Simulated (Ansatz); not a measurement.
SiCO₄ (model structure, I-4, No. 82, 6 atoms in the cell), treated with r²SCAN (plane waves, PAW; Ansatz, a quantum-chemistry and plane-wave program).

Numerical settings: plane-wave cutoff 560 eV, 12×12×12 k mesh, Fermi–Dirac smearing 0.01 eV, scalar-relativistic PAW data made under PBE.

Cell (relaxed with PBEsol):

Space group I-4 (No. 82); a = 4.3789 Å, b = 4.3789 Å, c = 6.5484 Å, α = 90.00°, β = 90.00°, γ = 90.00°

| atom | site | symmetry | x | y | z |
|---|---|---|---|---|---|
| Si | 2a | -4.. | 0.0000 | 0.0000 | 0.0000 |
| C | 2c | -4.. | 0.0000 | 0.5000 | 0.2500 |
| O | 8g | 1 | 0.1451 | 0.2819 | 0.1316 |
(The calculation used a cell of 6 atoms; values per cell refer to that cell.)

Q: Estimate the band gap and smallest direct gap on the k points sampled that the calculation returns.

A: 
- band gap = 7.78 eV (indirect)
- smallest direct gap on the k points sampled = 8.12 eV

Note: the relaxation could raise the start's symmetry but not lower it, so the cell can be a saddle point; cell and atoms aren't relaxed at this level (largest force component 0.14 eV/Å, pressure -2.2 GPa).

A model structure was made by putting elements into a prototype or built by hand; it is no filed structure, need not be a known phase, and can be a saddle point held by its symmetry.
